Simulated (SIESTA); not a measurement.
Worked example: self-consistent single point of Bi₂TeSe₂ (R3m, 5 atoms in the cell) in SIESTA.

Method: GGA PBEsol, numerical atomic orbitals DZP, PseudoDojo PBEsol standard norm-conserving potentials (rewritten from UPF to PSML) (SIESTA).

The change in words: lattice scaled by 0.98. Reference geometry:
```
Bi2TeSe2
1.0
    2.12181     1.22503    10.24649
   -2.12181     1.22503    10.24649
    0.00000    -2.45005    10.24649
Bi Te Se
2 1 2
Direct
  0.60651   0.60651   0.60651
  0.39679   0.39679   0.39679
  0.21496   0.21496   0.21496
  0.00243   0.00243   0.00243
  0.77932   0.77932   0.77932
```

Reference input (self-consistent single point, DFT, GGA PBEsol, numerical atomic orbitals DZP, PseudoDojo PBEsol standard norm-conserving potentials (rewritten from UPF to PSML)): XC.functional = GGA; XC.authors = PBEsol; potentials = PseudoDojo PBEsol standard; PAO.BasisSize = DZP; PAO.EnergyShift = 0.005 Ry; MeshCutoff = 300 Ry; kgrid.MonkhorstPack = 4 4 4; OccupationFunction = FD; ElectronicTemperature = 0.05 eV; MaxSCFIterations = 150; SCF.Mixer.Method = Pulay; SCF.Mixer.Weight = 0.25. This run's input differs from it in these lines:

```diff
@@ -11,7 +11,7 @@
 %endblock ChemicalSpeciesLabel
-LatticeConstant              10.535334 Ang
+LatticeConstant              10.324627 Ang
 %block LatticeVectors
-     0.201399405    0.116278041    0.972583024
-    -0.201399405    0.116278041    0.972583024
-     0.000000000   -0.232555987    0.972583024
+     0.201399431    0.116278002    0.972583029
+    -0.201399431    0.116278002    0.972583029
+     0.000000000   -0.232556004    0.972583029
 %endblock LatticeVectors
@@ -19,7 +19,7 @@
 %block AtomicCoordinatesAndAtomicSpecies
-     0.000000000    0.000000058    1.769652743  1
-    -0.000000000    0.000000038    1.157742407  1
-    -0.000000000    0.000000020    0.627199340  2
-     0.000000000    0.000000000    0.007090130  3
-    -0.000000000    0.000000074    2.273851453  3
+    -0.000000000   -0.000000000    1.769652752  1
+     0.000000000    0.000000000    1.157742413  1
+     0.000000000    0.000000000    0.627199344  2
+    -0.000000000    0.000000000    0.007090130  3
+     0.000000000   -0.000000000    2.273851465  3
 %endblock AtomicCoordinatesAndAtomicSpecies
```

Output, abridged:

```
        iscf     Eharris(eV)        E_KS(eV)     FreeEng(eV)     dDmax    Ef(eV) dHmax(eV)
   scf:    1   -13875.245087   -13879.127178   -13879.127185  0.627156 -3.857040  4.996293
   scf:    2   -13877.876521   -13879.989408   -13879.989586  0.167400 -3.953007  4.148257
   scf:    3   -13880.889642   -13880.840235   -13880.840310  0.101893 -3.973030  1.436776
   scf:    4   -13880.948861   -13880.913105   -13880.913227  0.030678 -4.029409  0.492353
   scf:    5   -13880.925128   -13880.919930   -13880.920046  0.008508 -4.058256  0.289048
   [... 2 lines left out ...]
   scf:    8   -13880.921939   -13880.921913   -13880.922030  0.000874 -4.081395  0.010995
   scf:    9   -13880.921918   -13880.921916   -13880.922033  0.000276 -4.081028  0.003309
   scf:   10   -13880.921916   -13880.921916   -13880.922034  0.000144 -4.080731  0.001548
   scf:   11   -13880.921916   -13880.921916   -13880.922034  0.000057 -4.080614  0.000257
SCF Convergence by DM+H criterion
max |DM_out - DM_in|         :     0.0000572189
max |H_out - H_in|      (eV) :     0.0002573952
SCF cycle converged after 11 iterations

Using DM_out to compute the final energy and forces

siesta: E_KS(eV) =           -13880.9219

siesta: E_KS - E_eggbox =    -13880.9219

siesta: Atomic forces (eV/Ang):
     1    0.000000    0.000000    0.566235
     2    0.000000   -0.000000   -0.492168
     3   -0.000000   -0.000001   -0.899797
     4    0.000000    0.000000   -0.070707
     5    0.000000    0.000001    0.897920
   Tot    0.000000    0.000001    0.001482
   Max    0.899797
   Res    0.381553    sqrt( Sum f_i^2 / 3N )
   Max    0.899797    constrained

Stress tensor Voigt[x,y,z,yz,xz,xy] (kbar):      -38.89      -38.89      -37.41       -0.00        0.00        0.00
   [... lines left out ...]
siesta: FreeEng =    -13880.922034
   [... lines left out ...]
siesta:    -0.024275    0.000000   -0.000000
siesta:     0.000000   -0.024275   -0.000000
siesta:     0.000000   -0.000000   -0.023349

siesta: Cell volume =        150.403121 Ang**3

siesta: Pressure (static):
siesta:                Solid            Molecule  Units
siesta:           0.00026102         -0.00021433  Ry/Bohr**3
siesta:           0.02396604         -0.01967903  eV/Ang**3
siesta:          38.39782577        -31.52927547  kBar
```

The run converged in 11 iterations. Against the reference run the free energy rises by 21.4 meV/atom, the pressure goes from -0.01 to 3.84 GPa, the largest force goes from 0.409 to 0.900 eV/Å and the gap on the mesh goes from 0.545 to 0.560 eV.

The starting cell comes from a database of computed structures (which also holds hypothetical and non-ambient phases and stackings), without a prior relaxation at this level. For this run, on top of that: lattice scaled by 0.98. Spin-orbit coupling is off. Values carry the incompleteness of an atom-centred basis. With a pressure of about 4 GPa the cell is away from its equilibrium volume at this level.

Cost on one core of a shared machine: roughly 2 min.
